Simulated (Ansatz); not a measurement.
The starting structures come from a database of crystals and need not be the phases stable at ambient conditions.

 Where the default PAW files enter, the runs use the earlier of Ansatz's two default sets.

Here is the system:

```xyz
20
Lattice="3.8085 0.0000 0.0000 -1.9042 3.2982 0.0000 0.0000 0.0000 31.1364" Properties=species:S:1:pos:R:3 pbc="T T T"
Zn     0.0000     0.0000    18.6818
Zn     1.9042     1.0994     6.2304
Zn     1.9042     1.0994    24.9091
Zn     0.0000     2.1988    21.7923
Zn     0.0000     0.0000     9.3409
Zn     0.0000     0.0000     0.0000
Zn     0.0000     2.1988    28.0258
Zn     1.9042     1.0994    15.5682
Zn     0.0000     2.1988     3.1167
Zn     0.0000     2.1988    12.4545
S      0.0000     0.0000     2.3383
S      0.0000     0.0000    21.0139
S      0.0000     2.1988    30.3548
S      0.0000     2.1988    14.7898
S      1.9042     1.0994    17.9034
S      0.0000     2.1988    24.1276
S      1.9042     1.0994     8.5625
S      0.0000     2.1988     5.4489
S      0.0000     0.0000    11.6761
S      1.9042     1.0994    27.2443
```

Space group of this cell: P3m1. The cell is taken as given.

Calculation: r2SCAN (plane waves, PAW; Ansatz, a first-principles code).

The current runs along the normal of the first two printed vectors; no spin-orbit coupling. Scaled by the factor s: both lengths across the current (ions clamped). Meshes 12×12×1 and 12×12 across the current in all rows.

| s | mean pressure (GPa) | band gap (eV) |
|---|---|---|
| 0.98 | 3.6 | ? |
| 1.00 | 0.1 | 2.72 |
| 1.02 | -2.7 | 2.51 |

**Question.** Take the slope of the band gap against ln s from the two given rows, extrapolate to s = 0.98, and say what the run there gives.

**Answer.** Slope = (2.51 − 2.72) / ln 1.02 = -10.6 eV. The line gives 2.72 + (-10.6) × ln 0.98 = 2.93 eV. The run gives 2.86 eV, 0.07 eV under the line, 35 % of the predicted step.
